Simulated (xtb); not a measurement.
xtb 6.7.1, GFN1-xTB: F[SiH](F)O[SiH2]O[SiH2]Cl, 13 atoms. The geometry is a generated start, not checked to be a minimum at this level.

```json
{
  "run_flags": "--grad",
  "method": "GFN1-xTB",
  "--acc": "1 (default)",
  "--etemp (K)": "300 (default)",
  "basis_functions": "66",
  "valence_electrons": "50"
}
```

```xyz
13

Si    -2.5642     0.0487    -0.3276
F     -3.3414    -1.3395    -0.3012
F     -2.0928     0.1615    -1.8441
O     -1.3094    -0.0384     0.6446
Si     0.1267    -0.4841     1.2665
O      1.2775    -0.3299     0.1450
Si     2.4212     0.3331    -0.7883
Cl     3.3157     1.7870     0.2519
H     -3.4118     1.1420     0.0426
H      0.3401     0.4769     2.3363
H      0.0904    -1.9036     1.5686
H      3.3645    -0.7490    -1.0271
H      1.7834     0.8953    -1.9672
```

One run each on 1 thread. Values of broydamp tried: 0.02, 0.05, 0.1, 0.2, 0.4 (default), 0.6, 0.8, 1.

### Question
Predict the course of the SCC iterations along this series.

### Answer
Fewest SCC iterations, within one of each other: 0.4 (default) with 12, 0.6 with 11, 0.8 with 11, 1 with 12. The count rises to 19 at 0.02. All converge to one solution.

```json
[
 {"broydamp": "0.02", "SCC iterations": "19", "end": "same solution"},
 {"broydamp": "0.05", "SCC iterations": "17", "end": "same solution"},
 {"broydamp": "0.1", "SCC iterations": "16", "end": "same solution"},
 {"broydamp": "0.2", "SCC iterations": "13", "end": "same solution"},
 {"broydamp": "0.4 (default)", "SCC iterations": "12", "end": "same solution"},
 {"broydamp": "0.6", "SCC iterations": "11", "end": "same solution"},
 {"broydamp": "0.8", "SCC iterations": "11", "end": "same solution"},
 {"broydamp": "1", "SCC iterations": "12", "end": "same solution"}
]
```
